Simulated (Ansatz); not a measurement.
# Input and output of a self-consistent single point for BePd₂ (I4/mmm, 3 atoms in the cell) (Ansatz)

Method of the run: LDA (PW92), default PAW files made with PBE (plane waves; Ansatz, an electronic-structure program).

Input as run:

Ansatz 0.2 input:
```yaml
# BePd2
crystal:
  lattice:
    - [-1.370025, 1.370025, 4.889321]
    - [1.370025, -1.370025, 4.889321]
    - [1.370025, 1.370025, -4.889321]
  atoms:
    - { symbol: Be, position: [0.000000, 0.000000, 0.000000] }
    - { symbol: Pd, position: [0.356090, 0.356090, 0.000000] }
    - { symbol: Pd, position: [0.643910, 0.643910, 0.000000] }
basis:
  ecutwfc: 420.0
kpoints:
  mp_grid: { grid: [17, 17, 17] }
hamiltonian:
  xc: lda
  pseudopotentials: { kind: paw }
scf:
  occupations: { method: gaussian, width: 0.1 }
output:
  forces: true
  eigenvalues: true
  stress: true
```

The program printed (abridged):

```
WARN ansatz: RAYON_NUM_THREADS=1 ignored (pool sized by the plan → 1); use --threads N
basis.fft_grid_basis auto: the FFT boxes are laid along the combinations [[1, 0, 1], [0, 1, 1], [0, 0, 1]] of the cell's own vectors, 2.740, 2.740 and 5.259 Å …
Pseudopotentials: kind: paw
Pseudopotential: Be, paw, valence charge 2
Pseudopotential: Pd, paw, valence charge 18
Crystal: 3 atoms, lattice volume = 36.708 Å³
Basis set: ecut = 420 eV, 725 PW (Γ), FFT grids on a1+a3, a2+a3, a3
Bands: 23, of which v1, the nominal top of the filled ones, is band 19 counted from 1 (18 counted from 0)
Symmetry: 16 space group operations
Space group: I4/mmm (ITA 139), of the structure as read, at distance tolerance 3.3e-5 Å
k-points: 405 of 4913
PAW frozen core: Be, regenerated for the run's functional, and the local potential with it
PAW frozen core: Pd, regenerated for the run's functional, and the local potential with it
Initial density: superposition of atomic densities (neutral atoms: chi_scale 0, normalization atom), corrected by the library's trained network
Initial wavefunctions: pseudopotential atomic-orbital guess
Eigensolver: davidson
Functional: x = slater, c = lda
SCF iter   1: F=—  HF=-13778.983282 eV  |F-HF|=—  |Δ(HF+E_count)|=         —  Δρ=1.16e-2  dr2=4.32e-2  ethr=1.77e-3  ⟨swp⟩=5.2  Hψ=42770  notcnv=0
all-band conjugate gradients solve this SCF's bands
preconditioner: auto → Kerker (q_TF=auto, 2.744 Å⁻¹)
SCF iter   2: F=—  HF=-13778.974105 eV  |F-HF|=—  |Δ(HF+E_count)|=   9.18e-3  Δρ=5.13e-3  dr2=8.31e-3  ethr=1.14e-4  ⟨swp⟩=1.0  Hψ=12556  notcnv=0
SCF iter   3: F=—  HF=-13778.971835 eV  |F-HF|=—  |Δ(HF+E_count)|=   2.27e-3  Δρ=9.05e-4  dr2=5.24e-4  ethr=2.19e-5  ⟨swp⟩=2.1  Hψ=12241  notcnv=0
SCF iter   4: F=—  HF=-13778.971711 eV  |F-HF|=—  |Δ(HF+E_count)|=   1.24e-4  Δρ=1.88e-4  dr2=3.72e-5  ethr=1.38e-6  ⟨swp⟩=2.2  Hψ=12581  notcnv=0
SCF iter   5: F=—  HF=-13778.971699 eV  |F-HF|=—  |Δ(HF+E_count)|=   1.16e-5  Δρ=4.34e-5  dr2=1.02e-6  ethr=9.80e-8  ⟨swp⟩=2.0  Hψ=12823  notcnv=0
SCF iter   6: F=-13778.971699 eV  HF=-13778.971699 eV  |F-HF|=4.09e-9  |Δ(HF+E_count)|=   2.00e-7  Δρ=6.98e-6  dr2=1.27e-8  ethr=2.63e-10  ⟨swp⟩=5.4  Hψ=37482  notcnv=0
SCF 1 converged in 6 iterations: F = -13778.971699 eV  dr2 = 1.27e-8
SCF converged after 6 iterations
Free energy (F): -13778.971699 eV
Harris-Foulkes:  -13778.971699 eV  (|F-HF|=4.09e-9)
Internal energy: -13778.965481 eV  (E = F + TS)
E sigma→0 (E₀):  -13778.968590 eV
Entropy (-TS):   -0.006217 eV (-2.072 meV/atom)
Fermi energy:    17.537208 eV
--- Per-component energies (eV) ---
  E_band       = -339.616124
  E_kinetic    = 1049.344932
  E_local      = -4087.684608  (includes V_loc(G=0)·N_el)
  E_nonlocal   = 449.286484
  E_hartree    = 1680.216882
  E_xc         = -356.345811
  E_vxc        = -445.346533  (∫ρ·V_xc dr)
  E_paw        = -7300.728532  (= ΣΔE_a)
  E_vpaw       = -665.654247  (= ΣTr[D̂ρ^β])
  E_aug_tail   = 0.000362  (compensation charges beyond the density's cutoff)
  E_ewald      = -5214.446945
  E_core_change = 1.391755  (= ΣΔE_core)
  E_smearing   = -0.006217  (= −TS)
  E_closure    = 0.000000  (closes the sum)
  Σ components = -13778.971699   (vs F -13778.971699, Δ=0.00e0)
--- Forces (eV/Å), atoms counted from 1 ---
  atom   1  Be     0.00000000     0.00000000    -0.00000000
  atom   2  Pd     0.00000000    -0.00000000    -0.01776589
  atom   3  Pd    -0.00000000     0.00000000     0.01776589
  max |Σ_I F_I| component: 3.47e-18 eV/Å
--- Stress (GPa, compression-positive) ---
       -6.580378      -0.000000      -0.000000
       -0.000000      -6.580378       0.000000
       -0.000000       0.000000      -7.589605
  P = ⅓ Tr σ = -6.9168 GPa (-69.168 kbar)
  The stress holds the Pulay correction. Without it, at fixed plane waves, as pw.x and ABINIT print it: P = -6.9460 GPa
--- Band table (eV; the first three rows and the last of 405) ---
  k-point 0: bands = ["-66.6809", "-66.6498", "-32.5856", "-32.3591", "-32.3591", "-32.3405", "-32.3165", "-32.3165", "9.0756", "11.8130", "12.7348", "13.3204", "13.8393", "15.4106", "15.4106", "15.7529", "15.7529", "16.3411", "16.6008", "16.8113", [...]
  k-point 1: bands = ["-66.6791", "-66.6488", "-32.5822", "-32.3723", "-32.3667", "-32.3337", "-32.3255", "-32.3232", "9.2205", "11.9540", "12.8221", "13.3711", "13.8911", "15.1510", "15.3492", "15.3567", "15.7131", "16.2380", "16.7160", "17.3197", [...]
  k-point 2: bands = ["-66.6741", "-66.6461", "-32.5727", "-32.3960", "-32.3884", "-32.3510", "-32.3424", "-32.3283", "9.6389", "12.3521", "13.0775", "13.5046", "14.0332", "14.4181", "15.1829", "15.2330", "15.6205", "15.9022", "16.4307", "18.4558", [...]
  k-point 404: bands = ["-66.6728", "-66.6565", "-32.4925", "-32.4363", "-32.3723", "-32.3658", "-32.3164", "-32.3084", "10.3290", "11.0613", "12.5527", "12.7256", "13.6344", "14.6565", "14.7020", "15.5922", "16.3323", "16.6705", "16.7405", [...]
```

The run converged in 6 iterations.

The starting cell comes from a database of computed structures (which also holds hypothetical and non-ambient phases and stackings), without a prior relaxation at this level. Its lattice was rescaled by up to half a per cent. Spin polarisation is off. With a pressure of about -7 GPa the cell is away from its equilibrium volume at this level. Ansatz's pressure includes its estimate of the finite-basis (Pulay) stress.
